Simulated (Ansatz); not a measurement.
## Effective masses and thermopower of CaO under load (space group I4/mmm)

Consider the following.

```
CELL_PARAMETERS angstrom
      0.00000     2.34466     2.61850
      2.34466     0.00000     2.61850
      2.34466     2.34466     0.00000
ATOMIC_POSITIONS crystal
  Ca 0.00000 0.00000 0.00000
  O  0.50000 0.50000 0.50000
```

Calculation: r2SCAN, rigid bands (plane waves, PAW, scalar-relativistic; Ansatz, a first-principles code). Condition of this run: uniaxial stress along [001] of -11 GPa (compression positive) (the target of the relaxation). Geometry: cell and atoms relaxed with PBEsol, then loaded as said.

```json
{
  "band_gap": "4.10 eV",
  "electron conductivity mass (300 K, dilute)": "0.65 (x), 0.65 (y), 0.50 (z) mₑ",
  "hole conductivity mass (300 K, dilute)": "0.91 (x), 0.91 (y), 5.3 (z) mₑ",
  "effective density of states N_c (300 K)": "2.8e19 cm⁻³",
  "effective density of states N_v (300 K)": "1.2e20 cm⁻³",
  "density_of_states_mass_electrons": "1.06 mₑ",
  "density_of_states_mass_holes": "2.8 mₑ",
  "Seebeck coefficient, n-type 1e19 cm⁻³, 300 K": "-303 μV/K",
  "best n-type power factor at 300 K for τ = 10 fs (best axis; densities from 1e16 to 1e21 cm⁻³ tried, whether or not they can be reached)": "8.9 μW/(cm·K²) at 1e20 cm⁻³",
  "Seebeck coefficient, p-type 1e19 cm⁻³, 300 K": "428 μV/K",
  "best p-type power factor at 300 K for τ = 10 fs (best axis; densities from 1e16 to 1e21 cm⁻³ tried, whether or not they can be reached)": "22 μW/(cm·K²) at 3e20 cm⁻³"
}
```

Rigid bands; masses and Seebeck coefficients take one relaxation time τ for all states and one kind of carrier; polarons and phonon drag are left out. Spin-orbit coupling is left out; where it splits the top of the valence band, N_v and the p-type Seebeck coefficient come out somewhat high without it. Geometry: cell and atoms relaxed with PBEsol.
